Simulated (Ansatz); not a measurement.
Reference: Os (P6_3/mmc), PBEsol, rigid bands (plane waves, PAW, scalar-relativistic; Ansatz, a quantum-chemistry and plane-wave program); geometry: cell and atoms relaxed with PBEsol.

```yaml
crystal:
  lattice:
    - [2.72599, 0.00000, 0.00000]
    - [-1.36300, 2.36078, 0.00000]
    - [0.00000, 0.00000, 4.31688]
  atoms:
    - { symbol: Os, position: [0.33333, 0.66667, 0.25000] }
    - { symbol: Os, position: [0.66667, 0.33333, 0.75000] }
```

| Quantity | Value |
|---|---|
| density of states at the Fermi level per atom | 0.59 states/eV |
| Drude plasma energy | 8.6 eV |
| root-mean-square Fermi velocity | 8.2 ×10⁵ m/s |

Task: Replace Os by Ru on the same sites and relax. What happens?

Result: Ru (P6_3/mmc): volume per atom 13.9 to 13.3 Å³; density of states at the Fermi level per atom rises (0.59 states/eV to 0.78 states/eV); Drude plasma energy stays about the same (8.6 eV to 8.9 eV); root-mean-square Fermi velocity falls (8.2 ×10⁵ m/s to 7.2 ×10⁵ m/s).

Task: Replace Os by Cd on the same sites and relax. What happens?

Result: Cd (P6_3/mmc): volume per atom 13.9 to 21.2 Å³; density of states at the Fermi level per atom falls (0.59 states/eV to 0.23 states/eV); Drude plasma energy stays about the same (8.6 eV to 8.1 eV); root-mean-square Fermi velocity rises (8.2 ×10⁵ m/s to 15.3 ×10⁵ m/s).

Task: Replace Os by Hf on the same sites and relax. What happens?

Result: Hf (P6_3/mmc): volume per atom 13.9 to 21.6 Å³; density of states at the Fermi level per atom rises (0.59 states/eV to 0.69 states/eV); Drude plasma energy falls (8.6 eV to 4.2 eV); root-mean-square Fermi velocity falls (8.2 ×10⁵ m/s to 4.6 ×10⁵ m/s).

Moves up to 12 % count as about the same. Metals at this level; values at 300 K, both spins, means over directions. As a rough test of the mesh, the Fermi surface's area from every second k point differs by up to 8 %. Spin-orbit coupling is left out.

The missing spin-orbit coupling matters most for Hf (P6_3/mmc), Os (P6_3/mmc).
